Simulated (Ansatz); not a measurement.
The parent structure is CdSe in the wurtzite structure (space group P6_3mc, No. 186).

```yaml
crystal:
  lattice:
    - [4.30206, 0.00000, 0.00000]
    - [-2.15103, 3.72569, 0.00000]
    - [0.00000, 0.00000, 7.02135]
  atoms:
    - { symbol: Cd, position: [0.66667, 0.33333, 0.00046] }
    - { symbol: Cd, position: [0.33333, 0.66667, 0.50046] }
    - { symbol: Se, position: [0.66667, 0.33333, 0.62474] }
    - { symbol: Se, position: [0.33333, 0.66667, 0.12474] }
```

Cartesian axes are those of the cell as printed.

Method: Ansatz (a quantum-chemistry and plane-wave program), PBEsol, PAW, cutoff 420 eV, no SOC, earlier PAW set.

Strains are applied to the cell and any free atomic positions relax.

One change was made to it. Results:

```tsv
quantity	base	after
valence-band top at Γ (three highest levels, from the VBM)	0.00, 0.00, -0.05 eV	0.00, 0.00, -0.07 eV
pressure (mean of the normal stresses, compression positive)	0.00 GPa	5.49 GPa
energy relative to the base (free energy F)	0 meV/atom	+37 meV/atom
```

Question: What was done to the base?
(A) strain tensor (xx, yy, zz, yz, xz, xy) = (+1.32, −0.71, +0.32, −0.17, +1.52, −2.05) %
(B) tensor shear ε_xy = −1.35 %
(C) isotropic strain −4.45 %
(D) isotropic strain −2.84 %
(E) strain tensor (xx, yy, zz, yz, xz, xy) = (+0.06, −1.68, +0.42, +0.75, +0.33, +0.15) %

Answer: D, isotropic strain −2.84 %. For comparison, the valence-band top at Γ in the other runs: strain tensor (xx, yy, zz, yz, xz, xy) = (+0.06, −1.68, +0.42, +0.75, +0.33, +0.15) % gives 0.00, -0.06, -0.15 eV; strain tensor (xx, yy, zz, yz, xz, xy) = (+1.32, −0.71, +0.32, −0.17, +1.52, −2.05) % gives 0.00, -0.10, -0.22 eV; tensor shear ε_xy = −1.35 % gives 0.00, -0.10, -0.10 eV; isotropic strain −4.45 % gives 0.00, 0.00, -0.08 eV.

The levels and masses belong to the bands next to the band gap. Stability against distortions was not tested.
